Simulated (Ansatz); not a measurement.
## WC, response to strain

Consider WC (space group P-6m2, No. 187; a = 2.9225 Å, c = 2.8462 Å; relaxed with 0.1 eV smearing).

Strains are applied to the cell and any free atomic positions relax.

The values are results of PBE in Ansatz (plane waves to 420 eV, PAW, spin-orbit coupling left out), not measurements.

Notes on the quantities. pressure: mean of the normal stresses, compression positive; energy relative to the base: free energy F.

```json
[
 {"change": "base", "pressure": "0.0 GPa", "energy relative to the base": "0 meV/atom", "shortest interatomic distance": "220.7 pm"},
 {"change": "isotropic strain −3.00 %", "pressure": "42.8 GPa", "energy relative to the base": "…", "shortest interatomic distance": "214.1 pm"},
 {"change": "isotropic strain −2.50 %", "pressure": "34.4 GPa", "energy relative to the base": "…", "shortest interatomic distance": "215.2 pm"},
 {"change": "isotropic strain −2.00 %", "pressure": "26.6 GPa", "energy relative to the base": "+49 meV/atom", "shortest interatomic distance": "216.3 pm"},
 {"change": "isotropic strain −1.50 %", "pressure": "19.3 GPa", "energy relative to the base": "…", "shortest interatomic distance": "217.4 pm"},
 {"change": "isotropic strain −1.00 %", "pressure": "12.4 GPa", "energy relative to the base": "+12 meV/atom", "shortest interatomic distance": "218.5 pm"},
 {"change": "isotropic strain +1.00 %", "pressure": "…", "energy relative to the base": "+11 meV/atom", "shortest interatomic distance": "222.9 pm"},
 {"change": "isotropic strain +1.50 %", "pressure": "-15.7 GPa", "energy relative to the base": "+24 meV/atom", "shortest interatomic distance": "224.0 pm"},
 {"change": "isotropic strain +2.00 %", "pressure": "-20.2 GPa", "energy relative to the base": "+43 meV/atom", "shortest interatomic distance": "225.1 pm"},
 {"change": "isotropic strain +3.00 %", "pressure": "-28.3 GPa", "energy relative to the base": "+93 meV/atom", "shortest interatomic distance": "227.4 pm"}
]
```

Question: What belongs in the blanks?

Answer: 
- isotropic strain −3.00 %, energy relative to the base: +113 meV/atom
- isotropic strain −2.50 %, energy relative to the base: +77 meV/atom
- isotropic strain −1.50 %, energy relative to the base: +27 meV/atom
- isotropic strain +1.00 %, pressure: -10.8 GPa

No phonon test of stability was made. All final runs are without spin polarisation.

Ansatz is a first-principles code.
